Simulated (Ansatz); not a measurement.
**How the c axis length of BiVO4 (I4₁/a, No. 88; start COD 9012062; high-temperature phase) moves with the method**

No measured value is used here.

```
level (code)           value (Å)
---------------------  ---------
LDA (Ansatz)                   …
PBE (Ansatz)                   …
PBEsol (Ansatz)           11.576
PBE-D3(BJ) (Ansatz)       11.668
r²SCAN (Ansatz)           11.621
r²SCAN+rVV10 (Ansatz)     11.567
```

Fill in the missing entries.


- LDA (Ansatz, a first-principles code), value (Å): 11.431
- PBE (Ansatz), value (Å): 11.780

The crystal itself was run without spin with LDA, PBE, PBEsol, PBE-D3(BJ), r²SCAN, r²SCAN+rVV10. Density-functional levels without +SOC have no spin–orbit coupling. LDA, PBE, PBEsol, PBE-D3(BJ), r²SCAN, r²SCAN+rVV10: the relaxation could not lower the start's symmetry, so the cell can be a saddle point above a distorted one. Cutoffs differ between the levels. Ansatz's density-functional and Hartree–Fock values are scalar-relativistic unless marked +SOC, with PAW data made under PBE.
